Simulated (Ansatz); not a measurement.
System: K3GaF6 (Fm-3m, No. 225, 10 atoms in the cell; start COD 2108655; high-temperature phase). Method: r²SCAN+rVV10 (Ansatz, a first-principles code, PAW).

Run with plane-wave cutoff 560 eV, 8×8×8 k mesh, Fermi–Dirac smearing 0.01 eV, scalar-relativistic PAW data made under PBE.

Cell (relaxed at this level):

```xyz
10
Lattice="0.0000 4.3204 4.3204 4.3204 0.0000 4.3204 4.3204 4.3204 0.0000" Properties=species:S:1:pos:R:3 pbc="T T T"
Ga     4.3204     4.3204     4.3204
K      0.0000     0.0000     0.0000
K      6.4806     6.4806     6.4806
K      2.1602     2.1602     2.1602
F      4.3204     4.3204     6.2046
F      4.3204     4.3204     2.4362
F      4.3204     6.2046     4.3204
F      4.3204     2.4362     4.3204
F      6.2046     4.3204     4.3204
F      2.4362     4.3204     4.3204
```

**Question.** Give the computed band gap.

**Answer.** 
* **band gap**: 6.98 eV (direct)

Note: held by symmetry at 0 K, a high-temperature phase can be a saddle point.

Spin–orbit coupling is not included.

Computed values are for the static lattice.

The result took roughly 60 core-seconds.
